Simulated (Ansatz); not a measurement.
Si interstitial started as a split pair with Si in 4H silicon carbide (the name describes the start): one set of geometries, relaxed with HSE06, evaluated in Ansatz (PAW, plane waves to 420 eV, 500 eV under r2SCAN) with PBE, r2SCAN, HSE06.

Cell and caveats: 96-site cell; lattice scaled to a tabulated measured volume, 10.36 Å³ a site; single-point (¼, ¼, ¼) k-points; start: split with Si(k); charged states image-corrected; finite-size errors of tenths of an eV; relaxed from one start, so a lower configuration may exist; flagged in the runs: a host whose relaxation on this sampling wasn't shown to rest, a strain field that reaches the edge of the cell.

```tsv
quantity	PBE	r2SCAN	HSE06
host gap (eV)	2.23	2.60	(withheld)
ε(+1/0) above the VBM (eV)	1.11	1.33	(withheld)
largest moment on one atom at charge +1 (μB)	0.09	0.10	(withheld)
neutral formation energy against silicon (eV)	9.59	10.03	(withheld)
```

Problem. Given the lower rungs, what does HSE06 give?

Solution. 
- host gap (eV), HSE06: 3.13
- ε(+1/0) above the VBM (eV), HSE06: 1.69
- largest moment on one atom at charge +1 (μB), HSE06: 0.10
- neutral formation energy against silicon (eV), HSE06: 10.01

Ansatz is a quantum-chemistry and plane-wave program.
